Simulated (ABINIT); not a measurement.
# How far to go with the plane-wave cutoff: CdSe (R3m, 2 atoms in the cell)

```
CdSe
1.0
    0.00000     3.04013     3.04013
    3.04013     0.00000     3.04013
    3.04013     3.04013     0.00000
Cd Se
1 1
Cartesian
  0.02887   0.02887   0.02887
  1.52006   1.52006   1.52006
```

Level of theory: LDA (PW92), PAW (JTH v2.0 LDA PAW) (plane waves; ABINIT).

Base settings: pseudos = [Cd.LDA_PW-JTH.xml, Se.LDA_PW-JTH.xml]; ecut = 40 Ry; pawecutdg = 80 Ry; pawxcdev = 0; occopt = 3; tsmear = 0.01 eV; ngkpt = 3 3 3; nshiftk = 1; shiftk = 0 0 0; potentials = JTH v2.0 LDA PAW.

Moved along: pawecutdg.

The second cell is the first with its lattice scaled by 0.98.

The mesh stays at the base's, so the ladder's end is converged at best in this setting alone.

Only quantities that move along the ladder and can be compared are tabulated; the gap is left out on so coarse a mesh.

The count of work is k-points × plane waves × bands × iterations; it is no time. 

The starting cell has typed, rounded lattice constants, without a prior relaxation at this level. Its lattice was rescaled by up to half a per cent. One atom was moved a little off its site on purpose.

Steps (ecut): 14 Ry; 16 Ry; 18 Ry; 20 Ry; 22 Ry; 24 Ry; 28 Ry; 32 Ry; 36 Ry; 40 Ry; 44 Ry; 48 Ry; 54 Ry; 60 Ry; 70 Ry; 80 Ry; 96 Ry.

What is the state of the free energy at the end of the ladder?

Still drifting one way, by 3.6 meV/atom over the last two steps, so the last step is no safe reference.

What is the coarsest ecut that holds the energy of the compressed cell less the first within 2 meV/atom of the last step, with all finer ones?

28 Ry, at 0.10 of the last step's count of work; the step before is off by 5.9 meV/atom.

What is the coarsest ecut that holds the pressure within 0.5 GPa of the last step, with all finer ones?

28 Ry, at 0.10 of the last step's count of work; the step before is off by 3.6 GPa.

```tsv
ecut	free energy less the last step's (meV/atom)	energy of the compressed cell less the first (meV/atom)	pressure (GPa)	count of work / last
14 Ry	10169.33	158.32	-238.10	0.029
16 Ry	4569.98	-79.52	-125.28	0.035
18 Ry	1697.10	127.89	-57.05	0.044
20 Ry	658.99	67.86	-27.08	0.048
22 Ry	214.41	6.83	-11.05	0.069
24 Ry	79.40	1.74	-4.57	0.072
28 Ry	32.87	7.54	-0.99	0.10
32 Ry	29.44	7.10	-1.23	0.13
36 Ry	19.33	7.77	-1.23	0.16
40 Ry	14.87	7.67	-1.02	0.16
44 Ry	14.49	7.66	-0.97	0.29
48 Ry	13.29	7.60	-1.07	0.24
54 Ry	7.99	7.76	-1.14	0.23
60 Ry	4.38	7.68	-1.03	0.34
70 Ry	3.61	7.68	-0.98	0.62
80 Ry	1.40	7.68	-1.04	0.53
96 Ry	0.00	7.65	-0.99	1.0
```

Two neighbours can agree and both be off: 40 Ry and 44 Ry differ by 0.38 meV/atom in the free energy, yet lie about 14 meV/atom from the last step.

At the lowest cutoff the pressure lies 237 GPa under the last step's, the usual sign of Pulay stress in an incomplete plane-wave basis.
